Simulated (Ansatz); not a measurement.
How the smallest direct gap on the k points sampled of SrZrO3 (P4mm, No. 99, 5 atoms in the cell; start mp-1068742; a measured phase of this formula has another space group) moves with the method

No measured value is used here.

```tsv
level (code)	value (eV)	cell (Å³/atom)
LDA (Ansatz)	3.62	13.82
PBEsol+SOC (Ansatz)	3.63	14.17
dielectric-dependent PBEsol hybrid (Ansatz)	5.74	14.17
HSE06+SOC (Ansatz)	5.35	14.17
PBE0 (Ansatz)	?	14.17
```

Task: Fill in the missing entries.

Result: 
- PBE0 (Ansatz, a program for electronic structure), value (eV): 6.12

At these levels the smallest gap is indirect and lower: LDA 3.37, PBEsol+SOC 3.35, dielectric-dependent PBEsol hybrid 5.36, HSE06+SOC 4.96, PBE0 5.72 eV. Computed values are for a static lattice. Spin–orbit coupling is included only where a level's name says +SOC; with heavier elements it mostly lowers gaps and can invert bands.  Values are at the PBEsol cell; LDA at the level's own equilibrium cell. Cutoffs and k meshes differ between the levels. Ansatz's density-functional and Hartree–Fock values are scalar-relativistic unless marked +SOC, with PAW data made under PBE.

A start named mp-… is a Materials Project structure, which need not be a measured phase.
